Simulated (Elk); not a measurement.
Convergence study of the basis cutoff for HfN (I4mm, 2 atoms in the cell)

```
HfN
1.0
    0.00000     2.24870     2.24870
    2.24870     0.00000     2.24870
    2.24870     2.24870     0.00000
Hf N
1 1
Direct
  0.01112   0.01112   0.98888
  0.50000   0.50000   0.50000
```

Method of the run: PBEsol, all-electron FP-LAPW, Elk's shipped species files, default APW+lo basis (Elk 10.2.4).

Base settings: xctype = 22; rgkmax = 7; stype = 3; swidth = 0.00367493 Ha; ngridk = 5 5 5; rmtscf = 0.84.

The mesh stays at the base's, so the ladder's end is converged at best in this setting alone.

Only quantities that move along the ladder and can be compared are tabulated.

The starting cell has typed, rounded lattice constants, without a prior relaxation at this level. Its lattice was rescaled by up to half a per cent. One atom was moved a little off its site on purpose. Values depend on the basis (sphere radii, cutoffs, local orbitals), which need not be converged. Without a gap this mesh is coarse (it stands for a supercell whose shortest vector is 16 Å).

| rgkmax | free energy less the last step's (meV/atom) |
|---|---|
| 4.14 | 5666.05 |
| 4.43 | 4208.17 |
| 4.7 | 3087.01 |
| 4.95 | 2194.64 |
| 5.19 | 1781.57 |
| 5.42 | 1335.84 |
| 5.86 | 716.65 |
| 6.26 | 416.98 |
| 6.64 | 220.69 |
| 7 | 130.03 |
| 7.34 | 73.59 |
| 7.67 | 45.01 |
| 8.13 | 19.37 |
| 8.57 | 6.63 |
| 9.26 | 0.00 |

Coarsest rgkmax that holds the free energy within 5 meV/atom: not settled: the last two steps still differ by 6.6 meV/atom, over half the tolerance, so the ladder does not show it.
